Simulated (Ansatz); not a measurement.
# Effect of Te vacancy, symmetric start on CdTe

Take a 16-atom supercell of CdTe in the zinc blende structure (space group F-43m, No. 216; a = 6.618 Å) at its relaxed geometry as the base.

One thing is altered: a neutral Te vacancy, symmetric start, atoms relaxed at fixed cell.

Method: PBE (Ansatz, an electronic-structure program; PAW; 420 eV plane waves; spin-orbit coupling left out). k-mesh 3×3×3 (Γ-centred); smearing 0.01 eV (Fermi–Dirac).

The pressure goes from zero to -0.5 GPa and the largest displacement of a host atom from its site in the perfect cell is 0.09 Å. The mean distance from the defect site to its nearest host atoms shrinks by 0.09 Å to 2.78 Å.

The magnetic state is the one reached from the starting moments; the real material's order can differ, and small cells can't hold many antiferromagnetic ones. In so small a cell the defect repeats every few ångströms: this is an ordered compound, not a dilute defect. The defect started on the symmetric site and kept its symmetry, so it may sit on a saddle. Starting moments died away, wholly or in part, for Te vacancy; another magnetic solution may exist. The defect cell is spin-polarised and ends with 0.0 μB.
